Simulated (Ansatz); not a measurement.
Consider PbI$_{2}$ in the 2H-MoS2 type structure (space group P6_3/mmc, No. 194; a = 4.3977 Å, c = 14.8453 Å; a hypothetical phase, not in the database extracts checked).

Structures relaxed with plane-wave PAW DFT at the PBE-D3(BJ) level (Ansatz, a quantum-chemistry and plane-wave program, 420 eV), no spin-orbit coupling, earlier PAW set.

Base:

Simulated powder pattern, Cu Kα1, λ = 1.54056 Å (kinematic, ideal powder, no thermal factors, no anomalous dispersion; the 8 strongest lines at most, above 2 %, up to 2θ = 90°):

```csv
2θ (°),I/Imax (%),hkl
11.91,26,(002)
23.34,36,(100)
29.57,100,(103)
38.41,25,(105)
41.01,33,(110)
51.37,22,(203)
55.89,13,(116)
67.74,19,(213)
```

Modification: every I is replaced by Cl; the structure is relaxed again.

**Question.** Predict the new powder pattern.

**Answer.** 
Simulated powder pattern, Cu Kα1, λ = 1.54056 Å (kinematic, ideal powder, no thermal factors, no anomalous dispersion; the 8 strongest lines at most, above 2 %, up to 2θ = 90°):

```json
[
 {"2θ (°)": "14.25", "I/Imax (%)": "85", "hkl": "(002)"},
 {"2θ (°)": "24.81", "I/Imax (%)": "38", "hkl": "(100)"},
 {"2θ (°)": "25.84", "I/Imax (%)": "63", "hkl": "(101)"},
 {"2θ (°)": "28.72", "I/Imax (%)": "33", "hkl": "(004)"},
 {"2θ (°)": "33.01", "I/Imax (%)": "100", "hkl": "(103)"},
 {"2θ (°)": "43.68", "I/Imax (%)": "41", "hkl": "(110)"},
 {"2θ (°)": "44.31", "I/Imax (%)": "35", "hkl": "(105)"},
 {"2θ (°)": "46.18", "I/Imax (%)": "29", "hkl": "(112)"}
]
```

The indices refer to each structure's own conventional cell; one index is shown for lines that coincide.

No phonon test of stability was made. As relaxed here, PbCl2 is a hypothetical phase, not in the database extracts checked.
